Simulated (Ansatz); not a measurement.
Results of r²SCAN (Ansatz, a quantum-chemistry and plane-wave program, plane waves, PAW) for corundum Ga2O3 (metastable phase).

Settings: plane-wave cutoff 600 eV, 6×6×6 k mesh, finite displacements, scalar-relativistic PAW data made under PBE.

Cell (measured lattice):

```xyz
10
Lattice="2.4900 1.4376 4.4767 -2.4900 1.4376 4.4767 0.0000 -2.8752 4.4767" Properties=species:S:1:pos:R:3 pbc="T T T"
Ga     0.0000     0.0000     1.9420
Ga     0.0000     0.0000     8.6570
Ga     0.0000     0.0000    11.4880
Ga     0.0000     0.0000     4.7730
O     -1.7340     0.1281     7.8342
O      0.7560    -1.5657     7.8342
O      1.7340    -0.1281     5.5958
O     -0.9779    -1.4376     5.5958
O     -0.7560     1.5657     5.5958
O      0.9779     1.4376     7.8342
```

Question: What does this level give for the electronic dielectric constant ε∞ (mean over three axes) and dielectric constant ε0 (ions relaxed) (mean over three axes)?

Answer: 
- electronic dielectric constant ε∞ (mean over three axes) = 4.00
- dielectric constant ε0 (ions relaxed) (mean over three axes) = 14.0

Measured, for comparison: high-frequency dielectric constant 3.83, static dielectric constant 14.1 ± 0.1 (temperature not stated, no zero-point or thermal correction, mean of the two values across and the one along c; as tabulated in Stokey et al. (2021), arXiv:2108.12058). Computed (rounded) less measured: high-frequency dielectric constant +4 %, static dielectric constant -0.7 % (inside the measured uncertainty).

Note: the cell isn't this level's own, so it is under some stress, which shifts stiffness and frequencies.

It cost roughly 24 core-minutes of CPU time.
